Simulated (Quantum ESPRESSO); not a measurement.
A self-consistent single point of Bi2S3 (Pnma, 20 atoms in the cell) with Quantum ESPRESSO.

Method: PBE, GBRV 1.5 ultrasoft (PBE) pseudopotentials (plane waves; Quantum ESPRESSO 7.5).

```
Bi2S3
1.0
   11.49852     0.00000     0.00000
    0.00000     3.96501     0.00000
    0.00000     0.00000    11.06910
Bi S
8 12
Cartesian
  0.20180   0.99125   3.61229
 11.29672   2.97376   7.45681
  5.54746   2.97376   9.14684
  5.95106   0.99125   1.92226
  1.79917   2.97376   0.36130
  9.69935   0.99125  10.70781
  3.95009   0.99125   5.89585
  7.54844   2.97376   5.17326
  5.19492   2.97376   4.10940
  6.30361   0.99125   6.95970
  0.55434   0.99125   9.64396
 10.94418   2.97376   1.42515
  1.39822   2.97376   4.90970
 10.10030   0.99125   6.15940
  4.35104   0.99125  10.44425
  7.14748   2.97376   0.62485
  8.17131   0.99125   3.41659
  3.32721   2.97376   7.65251
  9.07647   2.97376   8.95114
  2.42205   0.99125   2.11796
```

Reference input (self-consistent single point, DFT, PBE, plane waves, GBRV 1.5 ultrasoft (PBE) pseudopotentials): ecutwfc = 40 Ry; ecutrho = 200 Ry; occupations = fixed; potentials = {Bi: bi_pbe_v1.uspp.F.UPF, S: s_pbe_v1.4.uspp.F.UPF}; K_POINTS = automatic 2 4 2 0 0 0; nbnd = 100; conv_thr = 1e-09 Ry; mixing_beta = 0.3. This run's input differs from it in these lines:

```diff
@@ -50,3 +50,3 @@
 K_POINTS {automatic}
-2 4 2  0 0 0
+3 7 3  0 0 0
```

Output (repeated stretches shortened):

```
     Self-consistent Calculation

     iteration #  1     ecut=    40.00 Ry     beta= 0.30

---- Real-time Memory Report at c_bands before calling an iterative solver
           590 MiB given to the printing process from OS
           563 MiB allocation reported by mallinfo(arena+hblkhd)
------------------

     negative rho (up, down):  3.383E-01 0.000E+00

     total energy              =   -1771.42340495 Ry
     estimated scf accuracy    <       4.48079519 Ry

     iteration #  2     ecut=    40.00 Ry     beta= 0.30

---- Real-time Memory Report at c_bands before calling an iterative solver
   [... lines left out ...]
          1100 MiB given to the printing process from OS
           658 MiB allocation reported by mallinfo(arena+hblkhd)
------------------

     negative rho (up, down):  3.401E-01 0.000E+00

     total energy              =   -1771.86713912 Ry
     estimated scf accuracy    <       0.00000002 Ry

     iteration # 15     ecut=    40.00 Ry     beta= 0.30

---- Real-time Memory Report at c_bands before calling an iterative solver
          1100 MiB given to the printing process from OS
           658 MiB allocation reported by mallinfo(arena+hblkhd)
------------------

     negative rho (up, down):  3.401E-01 0.000E+00
     End of self-consistent calculation

     highest occupied, lowest unoccupied level (ev):     7.7108    9.1598

!    total energy              =   -1771.86713913 Ry
     estimated scf accuracy    <          6.2E-10 Ry

     convergence has been achieved in  15 iterations

     negative rho (up, down):  3.401E-01 0.000E+00

     Forces acting on atoms (cartesian axes, Ry/au):

     atom    1 type  1   force =    -0.01262519    0.00000000   -0.00363080
     atom    2 type  1   force =     0.01262519    0.00000000    0.00363080
     atom    3 type  1   force =     0.01262519    0.00000000   -0.00363080
     atom    4 type  1   force =    -0.01262519    0.00000000    0.00363080
     atom    5 type  1   force =     0.01020203   -0.00000000   -0.00974761
     atom    6 type  1   force =    -0.01020203    0.00000000    0.00974761
   [... lines left out ...]
     Total force =     0.056060     Total SCF correction =     0.000071
   [... lines left out ...]

     negative rho (up, down):  3.401E-01 0.000E+00
          total   stress  (Ry/bohr**3)                   (kbar)     P=       27.22
   0.00018030   0.00000000   0.00000000           26.52        0.00        0.00
   0.00000000   0.00019486   0.00000000            0.00       28.67        0.00
   0.00000000   0.00000000   0.00017990            0.00        0.00       26.46

   JOB DONE.
```

The run converged in 15 iterations. Against the reference run the free energy goes up by 1.2 meV/atom, the pressure moves little (2.67 to 2.72 GPa), the largest force moves little (0.361 to 0.363 eV/Å) and the gap on the mesh goes from 1.542 to 1.449 eV.

The starting cell comes from a database of computed structures (which also holds hypothetical and non-ambient phases and stackings), without a prior relaxation at this level. Its lattice was rescaled by a random factor within 2.5 % of one. Spin-orbit coupling is off.

Cost on one core of a shared machine: roughly 10 min.
